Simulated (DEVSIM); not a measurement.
Device: Schottky contact on p-type Si, at 400 K.

```
layer (left to right)  material  thickness (μm)  Na (cm⁻³)  τn (s)  τp (s)
---------------------  --------  --------------  ---------  ------  ------
1                            Si            10.0     5.4e16  2.1e-5  2.1e-5
```

Left contact: Schottky, work function 4.574 eV, emission velocity 6.2e6 cm/s. Right contact: ohmic. Voltage is applied to the left contact. Recombination: SRH at mid-gap, Auger. Gap narrowing is on: ΔEg = 6.92 meV × (l + √(l² + 0.5)), l = ln(N/1.3e17 cm⁻³), shared equally by both band edges. Mobility is μmin + (μ − μmin)/(1 + (N/Nref)^α).

Constants are typed, rounded textbook-type inputs, not results; the design itself was drawn at random and stands for no fabricated device. Values at 300 K; Nc and Nv go as T^1.5, mobilities as T to minus their exponent, the gap by Varshni's rule with the affinity fixed.

```
parameter               Si
----------------  --------
gap (eV)             1.124
affinity (eV)         4.05
permittivity          11.7
Nc (cm⁻³)          2.86e19
Nv (cm⁻³)           3.1e19
μn (cm²/Vs)           1417
μp (cm²/Vs)            470
μn,min                  52
μp,min                  45
Nref,n              9.7e16
Nref,p              2.2e17
αn                    0.68
αp                    0.72
T exponent of μn       2.3
T exponent of μp       2.2
Cn (cm⁶/s)         2.8e-31
Cp (cm⁶/s)         9.9e-32
Varshni α (eV/K)  0.000473
Varshni β (K)          636
```

Model (solved in DEVSIM): 1D drift-diffusion, Boltzmann statistics, complete ionisation; no tunnelling, impact ionisation, image-force lowering or self-heating. Metal contacts follow the ideal Schottky-Mott rule: no Fermi-level pinning, no interface dipoles.

Base results: dark forward voltage at 100 A/cm² (V) 0.199; largest field in the device at zero bias (V/cm) 71000; potential step across the device at zero bias (V) 0.338.

Q: What follows from this one change: metal work function 4.574 → 4.624 eV?

A: dark forward voltage at 100 A/cm² 0.199 → 0.151 V; largest field in the device at zero bias 71000 → 65000 V/cm; potential step across the device at zero bias 0.338 → 0.288 V.

Q: What follows from this one change: constant mobility in place of the doping-dependent one?

A: dark forward voltage at 100 A/cm² 0.199 → 0.185 V; largest field in the device at zero bias little changed (71000 V/cm); potential step across the device at zero bias little changed (0.338 V).
